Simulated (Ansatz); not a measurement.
The parent structure is BN in the zinc blende structure (space group F-43m, No. 216; a = 3.605 Å). Axes: x, y, z lie along the cube axes.

The change: uniaxial stress, 3 GPa compression along x, with the cell and atoms free to relax against it.

Levels (all Ansatz, an electronic-structure program, PAW, earlier PAW set): PBEsol (420 eV, without spin-orbit coupling); r2SCAN (500 eV, spin-orbit coupling left out).

The geometry is relaxed with PBEsol.

| Item | Value |
|---|---|
| PBEsol gap character | indirect, Γ → M |
| PBEsol width of the top valence band | 6.69 eV |
| PBEsol electron mass | 0.88 mₑ along k, 0.29 mₑ across (at M) |
| PBEsol pressure | 1.00 GPa |

How does going to r2SCAN change the gap character, width of the top valence band, electron mass and pressure?

The gap character is still indirect, Γ → M; the width of the top valence band increases by 0.092 eV to 6.79 eV; the electron mass becomes 0.86 mₑ along k, 0.29 mₑ across (at M) (PBEsol: 0.88 mₑ along k, 0.29 mₑ across (at M)); the pressure goes up by 1.26 GPa, from 1.00 GPa to 2.26 GPa.

Single points use the geometry relaxed with PBEsol. Their cutoffs differ, which shifts pressures a little. Load acts through the strain it causes; cell and atoms are relaxed under it. Effective masses come from finite differences of ±0.01 Å⁻¹. Along k means along the line from Γ to the band edge. Stability under load was not tested beyond the relaxation. Labels are those of the standard path for the cell's own space group.
